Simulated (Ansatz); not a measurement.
For BaCu2S2 (Pnma, No. 62), PBEsol in Ansatz (PAW) gives:

| Property | Result |
|---|---|
| cohesive energy | 4.42 eV/atom |
| band gap | 0.96 eV |

Q: What does r²SCAN in Ansatz (plane waves, PAW) give for the same quantities?

A: 
- cohesive energy: 4.27 eV/atom (drops by 0.15 eV/atom)
- band gap: 1.33 eV (goes up by 0.37 eV)

Changes are worked out from the printed values.

Unless a cell is named, each level is at its own relaxed cell (PBEsol 18.41, r²SCAN 19.25 Å³/atom).

Levels without +SOC have no spin–orbit coupling; where heavier elements are present it shifts gaps, mostly down, and can invert bands. Density-functional gaps are differences of (generalised) Kohn–Sham levels.

Caveats: the relaxation could not lower the start's symmetry, so the cell can be a saddle point above a distorted one (PBEsol, r²SCAN). Ansatz's density-functional and Hartree–Fock values are scalar-relativistic unless marked +SOC, with PAW data made under PBE.

Ansatz is a program for electronic structure.
